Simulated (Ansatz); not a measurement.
Cubic perovskite CsPbBr3 (cubic high-temperature phase), treated with PBE0 (plane waves, PAW; Ansatz, a quantum-chemistry and plane-wave program).

Numerical settings: plane-wave cutoff 500 eV, 4×4×4 k mesh, gaussian smearing 0.02 eV, scalar-relativistic PAW data made under PBE.

The cell is the one relaxed with r²SCAN: a = b = c = 5.9358 Å, α = β = γ = 90.00°.

**Question.** Give the computed band gap.

**Answer.** 
- band gap: 2.89 eV (on the SCF k mesh)

Note: held by symmetry at 0 K, a high-temperature phase can be a saddle point; cell and atoms aren't relaxed at this level (pressure 0.4 GPa).

Spin–orbit coupling is not included; with these elements it can move the gap by several tenths of an eV or more.
